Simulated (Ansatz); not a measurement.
**zinc-blende GaAs: the defect H interstitial started on As**

Method: PBE, PAW (plane waves to 420 eV; Ansatz, an electronic-structure program). The supercell holds 64 host sites (2×2×2 repeats of a cell of 8 atoms), with a 2×2×2 shifted k-point sampling for the final energies. Site at the start: bound to As, open side. Energies of charged states are corrected for periodic images (point charge plus alignment at distant sites). Dielectric constants: PBE linear response of the host. Host gap at this level: 0.16 eV. These values are not converged in cell size to better than tenths of an eV. PBE closes or nearly closes this host's gap, so even the neutral cell can hold carriers in host bands. Spin–orbit coupling is left out. Each state is the lowest found from its start.

The name describes the start; the neighbours show where the atoms ended.

Charges with a result: +1, 0, −1. Others weren't obtained, and one of them could lie lower, also by skipping a charge.

| charge | moment (μB) | largest move off a lattice site (Å) | neighbours of the last H atom of the defect at the end (Å) | image correction with alignment (eV) |
|---|---|---|---|---|
| +1 | not spin-polarised | 0.54 | As 1.56, Ga 1.88 | 0.11 |
| 0† | quenched | 0.50 | As 1.57, Ga 1.84 | 0.00 |
| −1† | not spin-polarised | 0.45 | As 1.61, Ga 1.76 | 0.03 |

† Not settled in this cell, so no level is given: charge 0: a level filled in part, carriers not clearly localised, level within 0.1 eV of a band edge or past it; charge −1: carriers not clearly localised, level within 0.1 eV of a band edge or past it.

Starting moments that weren't kept: charge 0 began with 1 μB and ended with 0.0.

Not the lowest form: the same atoms on another site or from another start ended lower, by 0.10 eV at charge −1.

Flagged in the runs: a strain field that reaches the edge of the cell.
